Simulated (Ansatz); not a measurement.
The parent structure is CuI in the zinc blende structure (space group F-43m, No. 216; a = 6.0230 Å). Axes: x, y, z lie along the cube axes.

Perturbation: tensile biaxial strain of 4.03 % in the plane normal to [110], as in epitaxy on a mismatched substrate; the out-of-plane cell vector and the atoms relax.

Levels (all Ansatz, an electronic-structure program, PAW): r2SCAN (500 eV, scalar-relativistic without spin-orbit coupling); HSE06+SOC (420 eV, spin-orbit coupling included).

The geometry is relaxed with r2SCAN.

| Property | Value |
|---|---|
| r2SCAN valence-band top at Γ | 0.00, -0.09, -0.12 eV |
| r2SCAN lowest conduction level above the VBM at special points | Γ 1.43 eV; R 2.26 eV; S 2.66 eV |

Task: Predict the valence-band top at Γ and lowest conduction level above the VBM at special points from HSE06+SOC.

Result: The valence-band top at Γ (three highest Kramers pairs, from the VBM) changes from 0.00, -0.09, -0.12 eV to 0.00, -0.14, -0.70 eV; the lowest conduction level above the VBM at special points goes from Γ 1.43 eV; R 2.26 eV; S 2.66 eV to Γ 2.25 eV; R 3.14 eV; S 3.51 eV.

A biaxial case was relaxed in a doubled cell and then solved in the primitive one. Single points use the geometry relaxed with r2SCAN. The spin-orbit shifts are approximate. Spin-orbit coupling, missing from the scalar runs, can matter with I. The levels and masses belong to the bands next to the band gap. Whether these cells are dynamically stable was not tested. The runs without spin-orbit coupling are not spin-polarised. k-point labels follow each cell's own Brillouin zone.
